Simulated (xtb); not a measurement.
xtb 6.7.1, GFN2-xTB: Ca(F)(acac)(OH2)2 (CC1=CC(C)=[O]->[Ca](<-[OH2])(<-[OH2])([F])[O]1), 22 atoms. The geometry is a generated start, not checked to be a minimum at this level.

- method = GFN2-xTB
- --acc = 1 (default)
- --etemp (K) = 300 (default)
- detailed input (--input) = none: ANC optimiser, Lindh (1995) Hessian, microcycle=20, maxdispl=1.0, hlow=0.01 (default)
- basis functions = 61
- valence electrons = 64

```xyz
22

Ca    -0.9259    -0.8918     1.0172
F      0.7800    -1.4074     1.6501
C      0.7733    -0.8552    -2.7551
C      0.0803    -0.3320    -1.5127
C      0.4245     0.9519    -1.0864
C     -0.0521     1.5904     0.0598
C      0.4516     2.9961     0.3249
O     -0.8543     1.0993     0.8957
O     -0.7554    -1.0917    -0.9574
H      0.7999    -0.1005    -3.5362
H      1.7976    -1.1220    -2.4989
H      0.2569    -1.7426    -3.1164
H      1.1303     1.4984    -1.6954
H      1.4641     2.9404     0.7229
H      0.4742     3.5816    -0.5899
H     -0.1886     3.4821     1.0592
O     -1.2690    -3.0845     1.0192
H     -0.3620    -3.0494     1.3537
H     -1.1526    -3.1675     0.0661
O     -1.3030    -0.6295     3.1849
H     -1.1644     0.3233     3.1764
H     -0.4053    -0.9893     3.2183
```

The structure is relaxed from this start with --opt LEVEL for the levels crude, sloppy, loose, lax, normal, tight, vtight, extreme, once each. Up to the end of the extreme run atoms move by at most 0.15 Å along an axis.

**Question.** What is the loosest level that ends within 1 meV of the extreme run, and how many cycles does it take?

**Answer.** normal: 9 cycles against 53, ending 0.30 meV above.

| level | cycles | energy above the extreme run (meV) | gradient norm (eV/Å) |
|---|---|---|---|
| crude | 1 | 3.3 | 0.13 |
| sloppy | 1 | 3.3 | 0.13 |
| loose | 1 | 3.3 | 0.13 |
| lax | 2 | 2.8 | 0.050 |
| normal | 9 | 0.30 | 0.030 |
| tight | 14 | 0.10 | 0.012 |
| vtight | 25 | 0.012 | 0.0057 |
| extreme | 53 | — | 0.0016 |
